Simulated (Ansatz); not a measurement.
Pressure series in Si

The reference is Si in the diamond structure (space group Fd-3m, No. 227; a = 5.434 Å).

Cell and atoms are relaxed at each pressure.

Method: PBEsol (Ansatz, a quantum-chemistry and plane-wave program, PAW, no SOC).

Two rows of this table had their results exchanged by mistake.

```tsv
pressure	volume per atom (Å³)	shortest distance (Å)	band gap
pressure −2 GPa	20.50	2.370	0.51 eV
pressure −1 GPa	20.27	2.361	0.49 eV
pressure 0.9 GPa	19.87	2.345	0.45 eV
pressure 2.1 GPa	19.63	2.336	0.43 eV
pressure 4.5 GPa	16.28	2.195	zero
pressure 9 GPa	18.49	2.290	0.31 eV
pressure 15 GPa	17.72	2.258	0.22 eV
pressure 22.5 GPa	16.93	2.224	0.11 eV
pressure 30 GPa	19.19	2.319	0.38 eV
```

### Question
Which two?

### Answer
The rows for pressure 4.5 GPa and pressure 30 GPa: the volume has to fall steadily with pressure, so 19.19 Å³ belongs to pressure 4.5 GPa and 16.28 Å³ to pressure 30 GPa.

Load acts through the strain it causes; cell and atoms are relaxed under it. No phonon test of stability was made. Measured, Si leaves this structure (for the β-tin structure) near 12 GPa (room temperature; as listed in arXiv:1906.07825). Gaps under 0.05 eV, about the width of the smearing, are given as zero. The zero or small gap of Si under pressure 15 GPa, Si under pressure 22.5 GPa and Si under pressure 30 GPa can change with the level of theory.
